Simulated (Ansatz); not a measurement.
A zone-centre phonon calculation of Be (P6_3/mmc, 4 atoms in the cell) with Ansatz (a program for electronic structure).

Method of the run: PBE (plane waves, PAW; Ansatz).

```xyz
4
Lattice="2.2628 0.0000 0.0000 -1.1314 1.9596 0.0000 0.0000 0.0000 7.2804" Properties=species:S:1:pos:R:3 pbc="T T T"
Be     0.0000     0.0000     0.0000
Be     0.0000     0.0000     3.6402
Be     0.0000     1.3064     1.8201
Be     1.1314     0.6532     5.4603
```

Reference input (self-consistent single point, DFT, PBE, plane waves, default PAW files): basis.ecutwfc = 420 eV; kpoints.mp_grid.grid = 22 22 6; hamiltonian.xc = pbe; hamiltonian.pseudopotentials = {kind: paw} (the program's default PAW files); scf.occupations.method = gaussian; scf.occupations.width = 0.2 eV. This run's input differs from it in these lines:

```diff
@@ -20,6 +20,4 @@
   occupations: { method: gaussian, width: 0.2 eV }
-output:
-  forces: true
-  eigenvalues: true
-  stress: true
+phonons:
+  method: dfpt
```

The program printed (abridged):

```
SCF iter   1: F=—  HF=-370.925274 eV  |F-HF|=—  |Δ(HF+E_count)|=         —  Δρ=1.36e-3  dr2=6.05e-4  ethr=1.77e-3  ⟨swp⟩=5.3  Hψ=44617  notcnv=0
all-band conjugate gradients solve this SCF's bands
preconditioner: auto → none
SCF iter   2: F=—  HF=-370.925190 eV  |F-HF|=—  |Δ(HF+E_count)|=   8.37e-5  Δρ=8.12e-4  dr2=2.11e-4  ethr=7.56e-6  ⟨swp⟩=1.1  Hψ=12552  notcnv=0
SCF iter   3: F=—  HF=-370.925124 eV  |F-HF|=—  |Δ(HF+E_count)|=   6.64e-5  Δρ=3.88e-5  dr2=3.95e-7  ethr=2.63e-6  ⟨swp⟩=2.0  Hψ=8493  notcnv=0
SCF iter   4: F=—  HF=-370.925124 eV  |F-HF|=—  |Δ(HF+E_count)|=   1.90e-7  Δρ=9.06e-6  dr2=7.47e-8  ethr=4.93e-9  ⟨swp⟩=2.2  Hψ=9030  notcnv=0
SCF iter   5: F=—  HF=-370.925124 eV  |F-HF|=—  |Δ(HF+E_count)|=   2.89e-8  Δρ=5.61e-7  dr2=5.31e-11  ethr=9.33e-10  ⟨swp⟩=2.0  Hψ=8416  notcnv=0
SCF iter   6: F=-370.925124 eV  HF=-370.925124 eV  |F-HF|=5.12e-13  |Δ(HF+E_count)|=  1.69e-11  Δρ=1.32e-7  dr2=2.67e-12  ethr=1.00e-12  ⟨swp⟩=4.8  Hψ=20284  notcnv=0
SCF 1 converged in 6 iterations: F = -370.925124 eV  dr2 = 2.67e-12
DFPT response loops at Γ: preconditioner auto → Kerker (q_TF=auto, 2.162 Å⁻¹) (partly filled bands, converged f_vac=0.000) …
Free energy (F): -370.925124 eV
Internal energy: -370.920182 eV  (E = F + TS)
E sigma→0 (E₀):  -370.922653 eV
Entropy (-TS):   -0.004942 eV (-1.236 meV/atom)
Fermi energy:    8.153098 eV
--- Phonons (Γ-DFPT): 4 representative perturbations + reference, on 772 of 2904 k-points (Σ response iterations 12) ---
  k mesh reduced under 2 symmetry operations, with k and −k counted as one. Each operation leaves every solved perturbation unchanged …
  ASR residual: 1.286e-4 → 0.000e0 eV/Å²; symmetrization residual: 3.370e-7 eV/Å²
  ASR residual per site (eV/Å²): 1.73e-5 1.73e-5 1.29e-4 1.29e-4
  Γ frequencies (cm⁻¹): 0.00 0.00 0.00 316.60 316.60 346.89 346.89 452.13 452.13 467.59 494.78 635.75
  non-analytic LO–TO correction: not included (Born effective charges unavailable; polar crystals: no LO–TO splitting at Γ)
```

The run converged in 6 iterations. 

Summary of the result:
```
Item                                                                                                    Result
--------------------------------------------------------  ----------------------------------------------------
Free energy E − TS (on the zero of these files)                                                   -370.9251 eV
Fermi level (on the code's own zero)                                                                   8.15 eV
Zone-centre frequencies (cm⁻¹; negative means imaginary)  0, 0, 0, 317, 317, 347, 347, 452, 452, 468, 495, 636
```

The starting cell was generated: these elements placed on a structure prototype, without a prior relaxation; it need not be a known phase or ordering of this composition. Its lattice was rescaled by a random factor within 2.5 % of one.

Cost on one core of a shared machine: roughly 60 s.

Keys are those of Ansatz 0.2.
